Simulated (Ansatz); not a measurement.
Ansatz (an electronic-structure program) run on TaBe₂ (R3m, 6 atoms in the cell): self-consistent single point.

Computed with PBEsol, default PAW files made with PBE (plane waves; Ansatz).

The change in words: lattice scaled by 0.98; kpoints.mp_grid.grid: 9 9 9 → 14 14 14; scf.occupations.width: 0.1 eV → 0.05 eV. Reference geometry:
```
CELL_PARAMETERS angstrom
      0.00000     3.24610     3.24610
      3.24610     0.00000     3.24610
      3.24610     3.24610     0.00000
ATOMIC_POSITIONS crystal
  Ta 0.75445 0.75445 0.75445
  Ta 0.50000 0.50000 0.50000
  Be 0.12500 0.62500 0.12500
  Be 0.12500 0.12500 0.12500
  Be 0.62500 0.12500 0.12500
  Be 0.12500 0.12500 0.62500
```

Reference input (self-consistent single point, DFT, PBEsol, plane waves, default PAW files made with PBE): basis.ecutwfc = 420 eV; kpoints.mp_grid.grid = 9 9 9; hamiltonian.xc = pbesol; hamiltonian.pseudopotentials = {kind: paw} (the program's default PAW files); scf.occupations.method = fermi_dirac; scf.occupations.width = 0.1 eV. This run's input differs from it in these lines:

Ansatz 0.2 input:
```diff
@@ -3,5 +3,5 @@
   lattice:
-    - [0.00000000, 3.24609700, 3.24609700]
-    - [3.24609700, 0.00000000, 3.24609700]
-    - [3.24609700, 3.24609700, 0.00000000]
+    - [0.00000000, 3.18117500, 3.18117500]
+    - [3.18117500, 0.00000000, 3.18117500]
+    - [3.18117500, 3.18117500, 0.00000000]
   atoms:
@@ -17,3 +17,3 @@
   mp_grid:
-    grid: [9, 9, 9]
+    grid: [14, 14, 14]
 hamiltonian:
@@ -25,3 +25,3 @@
     method: fermi_dirac
-    width: 0.1
+    width: 0.05
 output:
```

Output, abridged:

```
SCF iter   1: F=—  HF=-19975.421313 eV  |F-HF|=—  |Δ(HF+E_count)|=         —  Δρ=4.99e-3  dr2=1.51e-2  ethr=1.77e-3  ⟨swp⟩=6.1  Hψ=33398  notcnv=0  defer=3
all-band conjugate gradients solve this SCF's bands
preconditioner: auto → Kerker (q_TF=auto, 2.453 Å⁻¹)
SCF iter   2: F=—  HF=-19975.418838 eV  |F-HF|=—  |Δ(HF+E_count)|=   2.48e-3  Δρ=2.82e-3  dr2=4.08e-3  ethr=4.44e-5  ⟨swp⟩=1.0  Hψ=8947  notcnv=0  defer=67
SCF iter   3: F=—  HF=-19975.417787 eV  |F-HF|=—  |Δ(HF+E_count)|=   1.05e-3  Δρ=5.43e-4  dr2=2.52e-4  ethr=1.20e-5  ⟨swp⟩=1.1  Hψ=6481  notcnv=0  defer=67
SCF iter   4: F=—  HF=-19975.417725 eV  |F-HF|=—  |Δ(HF+E_count)|=   6.23e-5  Δρ=1.02e-4  dr2=7.49e-6  ethr=7.42e-7  ⟨swp⟩=2.2  Hψ=8264  notcnv=0  defer=67
SCF iter   5: F=—  HF=-19975.417800 eV  |F-HF|=—  |Δ(HF+E_count)|=   7.53e-5  Δρ=6.92e-6  dr2=1.83e-8  ethr=2.20e-8  ⟨swp⟩=2.1  Hψ=8679  notcnv=0  defer=67
SCF iter   6: F=-19975.417800 eV  HF=-19975.417800 eV  |F-HF|=3.64e-11  |Δ(HF+E_count)|=   1.26e-9  Δρ=1.16e-6  dr2=4.32e-10  ethr=5.39e-11  ⟨swp⟩=5.1  Hψ=25701  notcnv=0
SCF 1 converged in 6 iterations: F = -19975.417800 eV  dr2 = 4.32e-10
Free energy (F): -19975.417800 eV
Internal energy: -19975.386091 eV  (E = F + TS)
E sigma→0 (E₀):  -19975.401945 eV
Entropy (-TS):   -0.031710 eV (-5.285 meV/atom)
Fermi energy:    13.755339 eV
--- Forces (eV/Å), atoms counted from 1 ---
  atom   1  Ta    -0.42666976    -0.42666976    -0.42666976
  atom   2  Ta     0.17943418     0.17943418     0.17943418
  atom   3  Be     0.06076012     0.08512014     0.06076012
  atom   4  Be     0.04059603     0.04059603     0.04059603
  atom   5  Be     0.08512014     0.06076012     0.06076012
  atom   6  Be     0.06076012     0.06076012     0.08512014
--- Stress (GPa, compression-positive) ---
        9.863373      -0.056383      -0.056383
       -0.056383       9.863373      -0.056383
       -0.056383      -0.056383       9.863373
  P = ⅓ Tr σ = 9.8634 GPa (98.634 kbar)
  The stress holds the Pulay correction. Without it, at fixed plane waves, as pw.x and ABINIT print it: P = 9.8134 GPa
```

The run converged in 6 iterations. Against the reference run the free energy rises by 24.5 meV/atom, the pressure goes from -1.52 to 9.86 GPa and the largest force goes from 0.630 to 0.739 eV/Å.

The starting cell comes from a database of computed structures (which also holds hypothetical and non-ambient phases and stackings), without a prior relaxation at this level. Its lattice was rescaled by up to half a per cent. One atom was moved a little off its site on purpose. For this run, on top of that: lattice scaled by 0.98. Spin polarisation is off. With a pressure of about 10 GPa the cell is away from its equilibrium volume at this level. Ansatz's pressure includes its estimate of the finite-basis (Pulay) stress.
